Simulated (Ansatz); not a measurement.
For CdS (Fm-3m, No. 225, 2 atoms in the cell; start mp-370; another space group than a measured phase of this formula), LDA (Ansatz, a quantum-chemistry and plane-wave program, PAW) gives:

```
Item                             Result
------------------------------  -------
equilibrium lattice constant a  5.339 Å
band gap at the PBEsol cell     0.00 eV
```

Question: What does r²SCAN in Ansatz (PAW) give for the same quantities?

Answer: 
- lattice constant a: 5.454 Å (rises by 2.2 %)
- band gap at the PBEsol cell: 0.75 eV (increases by 0.75 eV)

Changes are worked out from the printed values.

Unless a cell is named, each level is at its own relaxed cell (LDA 19.03, r²SCAN 20.28 Å³/atom).

Spin–orbit coupling is included only where a level's name says +SOC; with heavier elements it mostly lowers gaps and can invert bands. A gap of zero means that the bands touch or overlap. Density-functional gaps are differences of (generalised) Kohn–Sham levels.

Caveats: the relaxation could not lower the start's symmetry, so the cell can be a saddle point above a distorted one (LDA, r²SCAN). Ansatz's density-functional and Hartree–Fock values are scalar-relativistic unless marked +SOC, with PAW data made under PBE.

A start named mp-… is a Materials Project structure, which need not be a measured phase.
